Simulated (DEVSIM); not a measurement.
Device: Schottky contact on n-type GaN, at 300 K.

Layer 1 from the left is GaN, thickness (μm) 4.40, Nd (cm⁻³) 2e15, τn (s) 1e-9, τp (s) 1e-9.

Left contact: Schottky, work function 5.56 eV, emission velocity 1.7e6 cm/s. Right contact: ohmic. Voltage is applied to the left contact. Recombination: SRH at mid-gap. Mobility is μmin + (μ − μmin)/(1 + (N/Nref)^α).

The device is made up for the run: typed textbook-type constants, with dimensions and the other settings drawn at random. Values at 300 K.

GaN: gap (eV) 3.43, affinity (eV) 4.1, permittivity 9.5, Nc (cm⁻³) 2.3e18, Nv (cm⁻³) 4.6e19, μn (cm²/Vs) 1200, μp (cm²/Vs) 100, μn,min 55, μp,min 3, Nref,n 2e17, Nref,p 3e17, αn 1, αp 2.

DEVSIM, 1D drift-diffusion, Boltzmann statistics, complete ionisation; no tunnelling, impact ionisation, image-force lowering or self-heating. Metal contacts follow the ideal Schottky-Mott rule: no Fermi-level pinning, no interface dipoles.

Dark forward current:

```csv
|V| (V),|J| (A/cm²)
0.35,1.338e-13
0.40,9.238e-13
0.45,6.380e-12
0.50,4.405e-11
0.55,3.041e-10
0.60,2.099e-9
0.65,1.448e-8
0.70,9.987e-8
0.75,6.885e-7
0.80,4.744e-6
0.85,3.266e-5
0.90,0.0002246
0.95,0.001543
1.00,0.01056
1.05,0.07191
1.10,0.4787
1.15,2.884
1.20,12.51
1.25,33.27
1.30,62.26
1.35,95.88
1.40,132.2
1.45,170.1
1.50,209.2
1.55,249.0
1.60,289.4
```

**Question.** Work out the local ideality factor n = ΔV / (kT/q · ln(J2/J1)) between the rows 0.35 and 0.40 V, 0.40 and 0.45 V, 1.55 and 1.60 V.

**Answer.** kT/q = 25.85 mV. From 0.35 to 0.40 V: ln(9.238e-13/1.338e-13) = 1.932, n = 1.00, near the 1 of diffusion or emission over a barrier. From 0.40 to 0.45 V: ln(6.380e-12/9.238e-13) = 1.932, n = 1.00, near the 1 of diffusion or emission over a barrier. From 1.55 to 1.60 V: ln(289.4/249.0) = 0.150, n = 12.86; the layers' resistance at their doping, Σ W/(qμN) = 0.0012 Ω cm², would take 47 mV of this step of 50 mV.

**Question.** Estimate the current at 0.70 V for emission alone, J0 = q v N_band exp(−φB/kT), and read the barrier back from the simulated current.

**Answer.** φB = 1.460 eV, N_band = 2.30e18 cm⁻³, J0 = 1.85e-19 A/cm²; J = J0 (exp(qV/kT) − 1) = 1.07e-7 A/cm². The simulation gives 9.99e-8 A/cm²; the estimate lies 6.9 % above. Read backwards, the simulated current gives an apparent barrier of 1.462 eV. The estimate leaves out transport through the depletion region and minority injection.
